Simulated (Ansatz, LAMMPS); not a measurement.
Si well of 13 atomic layers along [001] in random Si0.5Ge0.5, interfaces graded over 8 layers. Cell 16.85 × 16.85 × 55.23 Å, Si491Ge229, 720 atoms. Prepared with LAMMPS with Tersoff's 1989 multicomponent potential (SiCGe.tersoff): minimisation. 

Basis: localised support functions (accuracy medium) on a full density matrix. k-points: zone centre alone; occupations: Fermi-Dirac, 0.010 eV; spin polarisation not allowed. Spin-orbit coupling is left out.

**Question.** Give the gap and bonding at the level PBE, support functions at accuracy medium on the grid of 370 eV (Ansatz, a quantum-chemistry and plane-wave program).

**Answer.** 
* **Kohn-Sham gap of the cell on its k-mesh**: 0.25 eV
* **weight of the highest filled level on the well**: 0.26
* **weight of the lowest empty level on the well**: 0.93
* **coordination (neighbours within 2.870 Å)**: 100.0 % 4-fold
* **Ge-Ge bonds, mean ± spread**: 2.476 ± 0.009 Å
* **Ge-Si bonds, mean ± spread**: 2.434 ± 0.008 Å
* **Si-Si bonds, mean ± spread**: 2.392 ± 0.007 Å
* **bond angles, mean ± spread**: 109.5° ± 1.4°
* **pressure**: -1.31 GPa
